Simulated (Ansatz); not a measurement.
**MoN2 (P4/mbm): band-structure transport figures**

```xyz
6
Lattice="4.2899 0.0000 0.0000 0.0000 4.2899 0.0000 0.0000 0.0000 2.7253" Properties=species:S:1:pos:R:3 pbc="T T T"
Mo     2.1449     2.1449     0.0000
Mo     0.0000     0.0000     0.0000
N      3.8062     1.6613     1.3627
N      0.4837     2.6286     1.3627
N      2.6286     3.8062     1.3627
N      1.6613     0.4837     1.3627
```

Level of theory: PBEsol, rigid bands (plane waves, PAW, scalar-relativistic; Ansatz, a quantum-chemistry and plane-wave program). Geometry: cell and atoms relaxed with PBEsol.

```yaml
density of states at the Fermi level: 1.75 states/(eV·cell), both spins
bare Sommerfeld coefficient: 0.69 mJ/(mol of atoms·K²)
drude_plasma_energy: 6.2 eV
root-mean-square Fermi velocity: 6.5e5 m/s
resistivity times τ: 12.8 ×10⁻²² Ω·m·s
```

A metal at this level (no band gap); rigid bands, thermally averaged at 300 K, both spins. Spin-orbit coupling is left out. τ is one relaxation time for all states.

Computed structure with no diffraction record at hand here (it may be known, metastable or hypothetical): MoN2 (P4/mbm).
